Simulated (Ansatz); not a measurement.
**Ansatz (a quantum-chemistry and plane-wave program) run on TePd (I4_1md, 4 atoms in the cell): self-consistent single point**

Method: PBE (plane waves, PAW; Ansatz).

Input:

Ansatz 0.2 input:
```yaml
# TePd
crystal:
  lattice:
    - [-1.790956, 1.790956, 6.063295]
    - [1.790956, -1.790956, 6.063295]
    - [1.790956, 1.790956, -6.063295]
  atoms:
    - { symbol: Pd, position: [0.750000, 0.750000, 0.000000] }
    - { symbol: Pd, position: [0.500000, 0.000000, 0.500000] }
    - { symbol: Te, position: [0.166000, 0.166000, 0.000000] }
    - { symbol: Te, position: [0.916000, 0.416000, 0.500000] }
kpoints:
  mp_grid: { grid: [10, 10, 10] }
hamiltonian:
  xc: pbe
  pseudopotentials: { kind: paw }
scf:
  occupations: { method: cold, width: 0.1 }
output:
  forces: true
  eigenvalues: true
  stress: true
```

Output, abridged:

```
WARN basis.ecutwfc = 420 eV, the default
WARN ansatz: RAYON_NUM_THREADS=1 ignored (pool sized by the plan → 1); use --threads N
basis.fft_grid_basis auto: the FFT boxes are laid along the combinations [[1, 0, 1], [0, 1, 1], [0, 0, 1]] of the cell's own vectors, 3.582, 3.582 and 6.571 Å …
Pseudopotentials: kind: paw
Pseudopotential: Pd, paw, valence charge 18
Pseudopotential: Te, paw, valence charge 16
Crystal: 4 atoms, lattice volume = 77.793 Å³
Basis set: ecut = 420 eV, 1501 PW (Γ), FFT grids on a1+a3, a2+a3, a3, exchange–correlation on 48×48×90 points (8 copies of the dense FFT grid, shifted against one another)
Bands: 41, of which v1, the nominal top of the filled ones, is band 34 counted from 1 (33 counted from 0)
Symmetry: 8 space group operations
Space group: I41md (ITA 109), of the structure as read, at distance tolerance 4.3e-5 Å
k-points: 102 of 1000 (time reversal used)
Initial density: superposition of atomic densities (neutral atoms: chi_scale 0, normalization atom), corrected by the library's trained network
Initial wavefunctions: pseudopotential atomic-orbital guess
Eigensolver: davidson
Functional: x = pbe(κ = 0.804, μ = 0.2195149727645171), c = pbe(β = 0.06672455060314922)
SCF iter   1: F=—  HF=-27905.640991 eV  |F-HF|=—  |Δ(HF+E_count)|=         —  Δρ=5.42e-3  dr2=1.48e-2  ethr=1.77e-3  ⟨swp⟩=6.5  Hψ=16764  notcnv=0  defer=39
all-band conjugate gradients solve this SCF's bands
preconditioner: auto → Kerker (q_TF=auto, 2.668 Å⁻¹)
SCF iter   2: F=—  HF=-27905.640359 eV  |F-HF|=—  |Δ(HF+E_count)|=   6.32e-4  S|Δr|=    0.00e0  Δρ=2.66e-3  dr2=3.70e-3  ethr=2.18e-5  ⟨swp⟩=2.0  Hψ=5423  notcnv=0  defer=45
SCF iter   3: F=—  HF=-27905.640566 eV  |F-HF|=—  |Δ(HF+E_count)|=   2.06e-4  S|Δr|=    0.00e0  Δρ=4.89e-4  dr2=2.16e-4  ethr=5.45e-6  ⟨swp⟩=2.0  Hψ=5393  notcnv=0  defer=45
SCF iter   4: F=—  HF=-27905.640584 eV  |F-HF|=—  |Δ(HF+E_count)|=   1.83e-5  S|Δr|=    0.00e0  Δρ=1.27e-4  dr2=1.70e-5  ethr=3.17e-7  ⟨swp⟩=2.0  Hψ=5487  notcnv=0  defer=45
SCF iter   5: F=—  HF=-27905.640578 eV  |F-HF|=—  |Δ(HF+E_count)|=   6.42e-6  S|Δr|=    0.00e0  Δρ=4.09e-5  dr2=1.38e-6  ethr=2.51e-8  ⟨swp⟩=2.0  Hψ=5620  notcnv=0  defer=45
SCF iter   6: F=-27905.640578 eV  HF=-27905.640578 eV  |F-HF|=5.52e-9  |Δ(HF+E_count)|=   2.94e-7  S|Δr|=    0.00e0  Δρ=1.04e-5  dr2=8.78e-8  ethr=1.47e-10  ⟨swp⟩=8.0  Hψ=19423  notcnv=0
SCF 1 converged in 6 iterations: F = -27905.640578 eV  dr2 = 8.78e-8
SCF converged after 6 iterations
Stability not checked (fill_not_monotonic)
Free energy (F): -27905.640578 eV
Harris-Foulkes:  -27905.640578 eV  (|F-HF|=5.52e-9)
Internal energy: -27905.641184 eV  (E = F + TS)
E sigma→0 (E₀):  -27905.640780 eV
Entropy (-TS):   0.000606 eV (0.152 meV/atom)
Fermi energy:    16.816574 eV
--- Per-component energies (eV) ---
  E_band       = -706.276639
  E_kinetic    = 1401.891181
  E_local      = -5947.529239  (includes V_loc(G=0)·N_el)
  E_nonlocal   = -183.268532
  E_hartree    = 3041.720882
  E_xc         = -590.516764
  E_vxc        = -637.793655  (∫ρ·V_xc dr)
  E_paw        = -16828.207749  (= ΣΔE_a)
  E_vpaw       = -1423.024608  (= ΣTr[D̂ρ^β])
  E_aug_tail   = 0.000024  (compensation charges beyond the density's cutoff)
  E_ewald      = -8799.730987
  E_smearing   = 0.000606  (= −TS)
  E_closure    = 0.000000  (closes the sum)
  Σ components = -27905.640578   (vs F -27905.640578, Δ=0.00e0)
--- Forces (eV/Å), atoms counted from 1 ---
  atom   1  Pd     0.00000000     0.00000000    -0.15101906
  atom   2  Pd     0.00000000     0.00000000    -0.15101906
  atom   3  Te    -0.00000000    -0.00000000     0.15103611
  atom   4  Te     0.00000000     0.00000000     0.15103611
  max |Σ_I F_I| component: 3.41e-5 eV/Å
--- Stress (GPa, compression-positive) ---
       16.945455       0.000000       0.000000
        0.000000      16.945455       0.000000
        0.000000      -0.000000      16.064918
  P = ⅓ Tr σ = 16.6519 GPa (166.519 kbar)
  The stress holds the Pulay correction. Without it, at fixed plane waves, as pw.x and ABINIT print it: P = 16.5938 GPa
--- Band table (eV; the first three rows and the last of 102) ---
  k-point 0: bands = ["-67.9307", "-67.9298", "-33.7998", "-33.7998", "-33.7059", "-33.6873", "-33.6278", "-33.6278", "-20.9355", "-20.9325", "-20.9274", "-20.9274", "-20.9117", "-20.9092", "-20.9078", "-20.9026", "-20.8946", "-20.8946", "2.5080", [...]
  k-point 1: bands = ["-67.9306", "-67.9297", "-33.8009", "-33.8008", "-33.7052", "-33.6876", "-33.6287", "-33.6287", "-20.9341", "-20.9316", "-20.9272", "-20.9271", "-20.9119", "-20.9096", "-20.9063", "-20.9014", "-20.8949", "-20.8949", "2.7025", [...]
  k-point 2: bands = ["-67.9304", "-67.9296", "-33.8038", "-33.8033", "-33.7034", "-33.6885", "-33.6311", "-33.6310", "-20.9320", "-20.9318", "-20.9254", "-20.9238", "-20.9127", "-20.9112", "-20.9027", "-20.8994", "-20.8952", "-20.8945", "3.2438", [...]
  k-point 101: bands = ["-67.9302", "-67.9302", "-33.7998", "-33.7998", "-33.6966", "-33.6966", "-33.6277", "-33.6277", "-20.9347", "-20.9347", "-20.9280", "-20.9280", "-20.9104", "-20.9104", "-20.9045", "-20.9045", "-20.8940", "-20.8940", "3.3356", [...]
```

The run converged in 6 iterations.

The starting cell was generated: these elements placed on a structure prototype, without a prior relaxation; it need not be a known phase or ordering of this composition. Spin-orbit coupling is off. Spin polarisation is off. With a pressure of about 17 GPa the cell is away from its equilibrium volume at this level. Ansatz's pressure includes its estimate of the finite-basis (Pulay) stress.
